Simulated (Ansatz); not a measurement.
**Carrier properties of C (P6_3/mmc)**

```
CELL_PARAMETERS angstrom
      2.44256     0.00000     0.00000
     -1.22128     2.11532     0.00000
      0.00000     0.00000     4.16407
ATOMIC_POSITIONS crystal
  C  0.33333 0.66667 0.00073
  C  0.66667 0.33333 0.50073
  C  0.33333 0.66667 0.37427
  C  0.66667 0.33333 0.87427
```

These are PBE, rigid bands (plane waves, PAW, scalar-relativistic; Ansatz, a first-principles code) values and carry that method's errors. Condition of this run: biaxial stress in the c plane of 33 GPa (compression positive) (the target of the relaxation). Geometry: cell and atoms relaxed with PBEsol, then loaded as said.

* **band gap**: 3.03 eV
* **electron conductivity mass (300 K, dilute)**: 0.45 (x), 0.45 (y), 0.28 (z) mₑ
* **hole conductivity mass (300 K, dilute)**: 0.46 (x), 0.46 (y), 0.73 (z) mₑ
* **effective density of states N_c (300 K)**: 1.2e19 cm⁻³
* **effective density of states N_v (300 K)**: 2.0e19 cm⁻³
* **density-of-states mass, electrons**: 0.60 mₑ
* **density-of-states mass, holes**: 0.87 mₑ
* **Seebeck coefficient, n-type 1e19 cm⁻³, 300 K**: -237 μV/K
* **best n-type power factor at 300 K for τ = 10 fs (best axis; densities from 1e16 to 1e21 cm⁻³ tried, whether or not they can be reached)**: 7.1 μW/(cm·K²) at 3e19 cm⁻³
* **Seebeck coefficient, p-type 1e19 cm⁻³, 300 K**: 277 μV/K
* **best p-type power factor at 300 K for τ = 10 fs (best axis; densities from 1e16 to 1e21 cm⁻³ tried, whether or not they can be reached)**: 7.1 μW/(cm·K²) at 1e20 cm⁻³

Rigid bands; masses and Seebeck coefficients take one relaxation time τ for all states and one kind of carrier; polarons and phonon drag are left out. Spin-orbit coupling is left out. Geometry: cell and atoms relaxed with PBEsol.
